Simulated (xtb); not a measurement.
xtb 6.7.1, GFN2-xTB: Zr(Cl)4(NH3) ([NH3]->[Zr]([Cl])([Cl])([Cl])[Cl]), 9 atoms. The geometry is a generated start, not checked to be a minimum at this level.

```json
{
 "run_flags": "--grad",
 "method": "GFN2-xTB",
 "--acc": "1 (default)",
 "--etemp (K)": "300 (default)",
 "basis_functions": "57",
 "valence_electrons": "40"
}
```

```xyz
9

Zr    -0.2176     0.7844     0.5222
Cl     1.7627     1.4193    -0.5070
Cl     0.3925     1.2431     2.6593
Cl    -1.4454     2.6179    -0.0088
Cl    -1.9770    -0.6438     1.0045
N      0.3116    -1.1276    -0.7770
H      0.6109    -1.8906    -0.1588
H      1.0713    -0.9374    -1.4418
H     -0.5090    -1.4653    -1.2926
```

Charge 0 and multiplicity 1 are set for this test and not shown to be the ground state.

One run each on 1 thread. Values of broydamp tried: 0.02, 0.05, 0.1, 0.2, 0.4 (default), 0.6, 0.8, 1.

### Question
How does the count of SCC iterations change with broydamp, and where is it least?

### Answer
Fewest SCC iterations, within one of each other: 0.4 (default) with 14, 0.6 with 13, 0.8 with 13. The count rises to 28 at 0.02. All converge to one solution.

```
broydamp       SCC iterations            end
-------------  --------------  -------------
0.02                       28  same solution
0.05                       23  same solution
0.1                        21  same solution
0.2                        17  same solution
0.4 (default)              14  same solution
0.6                        13  same solution
0.8                        13  same solution
1                          15  same solution
```
